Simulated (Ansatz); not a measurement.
Take CdSe in the zinc blende structure (space group F-43m, No. 216) as the base.

```yaml
crystal:
  lattice:
    - [0.00000, 3.09814, 3.09814]
    - [3.09814, 0.00000, 3.09814]
    - [3.09814, 3.09814, 0.00000]
  atoms:
    - { symbol: Se, position: [0.75000, 0.75000, 0.75000] }
    - { symbol: Cd, position: [0.00000, 0.00000, 0.00000] }
```

The values are results of PBE (Ansatz, a first-principles code, PAW, spin-orbit coupling left out), not measurements.

Now apply this change: every Se is replaced by S; the structure is relaxed again.

Measured band gap: CdSe 1.77 eV (0 K or low temperature; as listed in arXiv:1206.3780); CdS 2.48 eV (0 K or low temperature; as listed in arXiv:1206.3780).

Measured lattice parameter a: CdSe 6.077 Å (room temperature; as listed in arXiv:1206.3780); CdS 5.832 Å (room temperature; as listed in arXiv:1206.3780).

**Question.** How well does PBE reproduce the measured shift?

**Answer.** With PBE the band gap moves by +0.55 eV (0.49 → 1.04) against +0.71 eV measured; the lattice parameter a moves by -0.269 Å (6.196 → 5.927) against -0.245 Å measured.

Whether these cells are dynamically stable was not tested.
